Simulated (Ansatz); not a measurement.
Consider MgB2 (space group P6/mmm, No. 191; a = 3.064 Å, c = 3.498 Å; relaxed with 0.1 eV smearing).

All numbers come from DFT with PBEsol, PAW potentials and a 420 eV plane-wave cutoff in Ansatz (a quantum-chemistry and plane-wave program), no spin-orbit coupling.

Strains are applied to the cell and any free atomic positions relax.

One change was made to it. Results:

| quantity | base | after |
|---|---|---|
| energy relative to the base (free energy F) | 0 meV/atom | +1.1 meV/atom |
| pressure (mean of the normal stresses, compression positive) | 0.0 GPa | 2.4 GPa |
| band gap | zero | zero |

### Question
What was done to the base?
A) isotropic strain −2.00 %
B) isotropic strain −0.50 %
C) isotropic strain +2.00 %

### Answer
B, isotropic strain −0.50 %. For comparison, the energy relative to the base in the other runs: isotropic strain −2.00 % gives +18 meV/atom; isotropic strain +2.00 % gives +16 meV/atom.

Whether these cells are dynamically stable was not tested. All final runs are without spin polarisation.
